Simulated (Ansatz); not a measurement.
An Ansatz (a first-principles code) run: TiSi2 with a change (tensor shear ε_xz = −0.97 %); Kohn–Sham DFT with the PBEsol functional, run in Ansatz with PAW and 420 eV plane waves, without spin-orbit coupling.

Input:

Ansatz 0.2 input:
```yaml
crystal:
  lattice:
    - [-0.0412243506, 4.090107581, 4.2499330525]
    - [2.3388519563, 0, 4.2268463123]
    - [2.3800763069, 4.090107581, -0.0230867402]
  atoms:
    - { symbol: Si, position: [0.6637241958, 0.3362758042, 0.6637241958] }
    - { symbol: Si, position: [0.3362758042, 0.6637241958, 0.3362758042] }
    - { symbol: Si, position: [0.5862758042, 0.9137241958, 0.5862758042] }
    - { symbol: Si, position: [0.9137241958, 0.5862758042, 0.9137241958] }
    - { symbol: Ti, position: [0, 0, 0] }
    - { symbol: Ti, position: [0.25, 0.25, 0.25] }
basis: { ecutwfc: 420, ecutrho_ratio: 4, xc_grid: 2, fft_grid_basis: typed }
kpoints: { mp_grid: { grid: [13, 13, 13] } }
hamiltonian:
  xc: pbesol
  dispersion: none
  pseudopotentials: { kind: paw }
scf: { occupations: { method: fermi_dirac, width: 0.05 }, convergence: { dr2_threshold: 0.0000000006 } }
relax: { f_tol: 0.005, max_steps: 50 }
output: { forces: true, stress: true }
checkpoint: { write: state.ck, write_every: 1000 }
```

Output (explanatory and most iteration lines left out):

```
Relaxation: its limit of steps is 50 (relax.max_steps)
Pseudopotential: Si, paw, valence charge 4
Pseudopotential: Ti, paw, valence charge 12
Crystal: 6 atoms, lattice volume = 82.736 Å³
Basis set: ecut = 420 eV, 1605 PW (Γ), exchange–correlation on 80×72×64 points (8 copies of the dense FFT grid, shifted against one another)
Bands: 26, of which v1, the nominal top of the filled ones, is band 20 counted from 1 (19 counted from 0)
Symmetry: 4 space group operations
Space group: C2/c (ITA 15), of the structure as read, at distance tolerance 4.4e-5 Å
k-points: 595 of 2197
Functional: x = pbesol(κ = 0.804, μ = 0.12345679012345678), c = pbesol(β = 0.046)
SCF iter   1: F=—  HF=-7437.788190 eV  |F-HF|=—  |Δ(HF+E_count)|=         —  Δρ=4.15e-3  dr2=2.10e-2  ethr=1.77e-3  ⟨swp⟩=6.3  Hψ=78676  notcnv=0  defer=13
SCF iter   2: F=—  HF=-7437.784704 eV  |F-HF|=—  |Δ(HF+E_count)|=   3.49e-3  Δρ=2.45e-3  dr2=7.03e-3  ethr=5.24e-5  ⟨swp⟩=1.2  Hψ=20370  notcnv=0  defer=77
SCF 1 converged in 7 iterations: F = -7437.783004 eV  dr2 = 3.43e-10
relax step   1: F+E_penalty+E_count = -7437.78300439 eV  Δ(F+E_penalty+E_count) = +0.000e0 eV  max|allowed force component| = 1.344e-1 eV/Å  Δτ_max = 0.0000 Å  (7 SCF iters, accepted)
Crystal: 6 atoms, lattice volume = 82.736 Å³
SCF iter   1: F=—  HF=-7437.788074 eV  |F-HF|=—  |Δ(HF+E_count)|=         —  Δρ=1.48e-3  dr2=3.46e-3  ethr=8.94e-6  ⟨swp⟩=2.0  Hψ=49928  notcnv=0  defer=183
SCF iter   2: F=—  HF=-7437.787395 eV  |F-HF|=—  |Δ(HF+E_count)|=   6.79e-4  Δρ=9.03e-4  dr2=1.48e-3  ethr=8.65e-6  ⟨swp⟩=1.0  Hψ=15276  notcnv=0  defer=183
SCF 2 converged in 7 iterations: F = -7437.786908 eV  dr2 = 4.58e-11
relax step   2: F+E_penalty+E_count = -7437.78690816 eV  Δ(F+E_penalty+E_count) = -3.904e-3 eV  max|allowed force component| = 3.732e-2 eV/Å  Δτ_max = 0.0165 Å  (7 SCF iters, accepted)
Crystal: 6 atoms, lattice volume = 82.736 Å³
SCF iter   1: F=—  HF=-7437.787436 eV  |F-HF|=—  |Δ(HF+E_count)|=         —  Δρ=2.85e-4  dr2=5.10e-5  ethr=1.52e-5  ⟨swp⟩=2.1  Hψ=34886  notcnv=0  defer=195
SCF iter   2: F=—  HF=-7437.787431 eV  |F-HF|=—  |Δ(HF+E_count)|=   4.61e-6  Δρ=1.73e-4  dr2=1.97e-5  ethr=1.28e-7  ⟨swp⟩=1.5  Hψ=20672  notcnv=0  defer=194
SCF 3 converged in 6 iterations: F = -7437.787428 eV  dr2 = 3.61e-11
relax step   3: F+E_penalty+E_count = -7437.78742782 eV  Δ(F+E_penalty+E_count) = -5.197e-4 eV  max|allowed force component| = 8.016e-3 eV/Å  Δτ_max = 0.0063 Å  (6 SCF iters, accepted)
Crystal: 6 atoms, lattice volume = 82.736 Å³
SCF iter   1: F=—  HF=-7437.787452 eV  |F-HF|=—  |Δ(HF+E_count)|=         —  Δρ=8.39e-5  dr2=1.34e-5  ethr=4.84e-8  ⟨swp⟩=3.4  Hψ=41847  notcnv=0  defer=194
SCF iter   2: F=—  HF=-7437.787450 eV  |F-HF|=—  |Δ(HF+E_count)|=   2.27e-6  Δρ=5.26e-5  dr2=5.53e-6  ethr=3.35e-8  ⟨swp⟩=1.0  Hψ=20231  notcnv=0  defer=193
SCF 4 converged in 6 iterations: F = -7437.787447 eV  dr2 = 3.77e-12
relax step   4: F+E_penalty+E_count = -7437.78744737 eV  Δ(F+E_penalty+E_count) = -1.955e-5 eV  max|allowed force component| = 5.515e-5 eV/Å  Δτ_max = 0.0012 Å  (6 SCF iters, accepted)
SCF converged after 6 iterations
Free energy (F): -7437.787447 eV
Internal energy: -7437.768977 eV  (E = F + TS)
E sigma→0 (E₀):  -7437.778212 eV
Entropy (-TS):   -0.018470 eV (-3.078 meV/atom)
Fermi energy:    12.751777 eV
--- Forces (eV/Å), atoms counted from 1 ---
  atom   1  Si     0.00000000    -0.00005515    -0.00000000
  atom   2  Si     0.00000000     0.00004884     0.00000000
  atom   3  Si     0.00000000     0.00005515     0.00000000
  atom   4  Si     0.00000000    -0.00004884    -0.00000000
  atom   5  Ti     0.00000000    -0.00000611     0.00000000
  atom   6  Ti     0.00000000     0.00000611    -0.00000000
--- Stress (GPa, compression-positive) ---
        0.054524       0.000000       2.100910
        0.000000       0.009774       0.000000
        2.100910       0.000000       0.020676
  P = ⅓ Tr σ = 0.0283 GPa (0.283 kbar)
--- Relaxed structure (4 steps of the walk, 4 accepted, 0 SCFs on fresh bases) ---
  atoms:
    - { symbol: Si, position: [0.6658427402334407, 0.33415725976655924, 0.6658427402334405] }
    - { symbol: Si, position: [0.3383281348296843, 0.6616718651703157, 0.3383281348296844] }
    - { symbol: Si, position: [0.5841572597665594, 0.9158427402334407, 0.5841572597665593] }
    - { symbol: Si, position: [0.9116718651703156, 0.5883281348296844, 0.9116718651703156] }
    - { symbol: Ti, position: [0.0021294475552774764, -0.002129447555277477, 0.002129447555277477] }
    - { symbol: Ti, position: [0.24787055244472248, 0.2521294475552775, 0.2478705524447225] }
```

Without a gap, meshes like the base's 13×13×13 leave anisotropic stresses uncertain by several tenths of a GPa, and small strain energies with them. The cells carry an imposed strain or load. Whether these cells are dynamically stable was not tested. All final runs are without spin polarisation. The cell was made from TiSi₂ (space group Fddd, No. 70) by this change: tensor shear ε_xz = −0.97 %.
